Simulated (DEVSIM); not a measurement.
Structure: abrupt GaSb p-n junction, at 350 K.

Layer 1 from the left is GaSb, thickness (μm) 24.0, Na (cm⁻³) 5.4e15, τn (s) 4.6e-8, τp (s) 4.6e-8. Layer 2 from the left is GaSb, thickness (μm) 140, Nd (cm⁻³) 1.3e17, τn (s) 4.6e-8, τp (s) 4.6e-8.

Left contact: ohmic. Right contact: ohmic. Voltage is applied to the left contact. Recombination: SRH at mid-gap, Auger. Mobility is μmin + (μ − μmin)/(1 + (N/Nref)^α).

Constants are typed, rounded textbook-type inputs, not results; the design itself was drawn at random and stands for no fabricated device. Values at 300 K; Nc and Nv go as T^1.5, mobilities as T to minus their exponent, the gap by Varshni's rule with the affinity fixed.

GaSb: gap (eV) 0.726, affinity (eV) 4.06, permittivity 15.7, Nc (cm⁻³) 2.1e17, Nv (cm⁻³) 1.8e19, μn (cm²/Vs) 5000, μp (cm²/Vs) 850, μn,min 1000, μp,min 190, Nref,n 2.8e17, Nref,p 9e17, αn 1.05, αp 0.65, T exponent of μn 2, T exponent of μp 1.7, Cn (cm⁶/s) 5e-30, Cp (cm⁶/s) 5e-30, Varshni α (eV/K) 0.00042, Varshni β (K) 140.

Model (solved in DEVSIM): 1D drift-diffusion, Boltzmann statistics, complete ionisation; no tunnelling, impact ionisation, image-force lowering or self-heating.

Dark forward current:

| |V| (V) | |J| (A/cm²) |
|---|---|
| 0.05 | 0.003590 |
| 0.10 | 0.02120 |
| 0.15 | 0.1102 |
| 0.20 | 0.5572 |
| 0.25 | 2.622 |
| 0.30 | 10.08 |
| 0.35 | 29.12 |
| 0.40 | 65.54 |
| 0.45 | 122.2 |
| 0.50 | 198.4 |
| 0.55 | 291.3 |
| 0.60 | 397.8 |
| 0.65 | 515.2 |
| 0.70 | 641.2 |
| 0.75 | 774.4 |
| 0.80 | 913.5 |
| 0.85 | 1058 |
| 0.90 | 1206 |
| 0.95 | 1359 |
| 1.00 | 1515 |
| 1.05 | 1674 |
| 1.10 | 1836 |
| 1.15 | 2002 |

Question: Work out the local ideality factor n = ΔV / (kT/q · ln(J2/J1)) between the rows 0.15 and 0.20 V, 1.10 and 1.15 V.

Answer: kT/q = 30.16 mV. From 0.15 to 0.20 V: ln(0.5572/0.1102) = 1.621, n = 1.02, near the 1 of diffusion or emission over a barrier. From 1.10 to 1.15 V: ln(2002/1836) = 0.087, n = 19.15.

Question: Estimate the current at 0.15 V from the Shockley equation with J0 = Σ q ni² D/(N L) coth(W/L), τ joining the SRH, radiative and Auger lifetimes that are on, and W taken as the whole layer.

Answer: ni² = 3.97e26 cm⁻⁶; electrons in the p layer: μ = 3630 cm²/Vs, D = 109 cm²/s, τ = 4.60e-8 s, L = 22.4 μm, W/L = 1.1, term 0.000728 A/cm²; holes in the n layer: μ = 542 cm²/Vs, D = 16.3 cm²/s, τ = 4.58e-8 s, L = 8.65 μm, W/L = 16, term 9.24e-6 A/cm². J0 = 0.000737 A/cm², and J = J0 exp(qV/kT) = 0.107 A/cm². The simulation gives 0.110 A/cm²; the estimate lies 3.3 % below. The estimate leaves out recombination in the depletion region and that region's share of W.
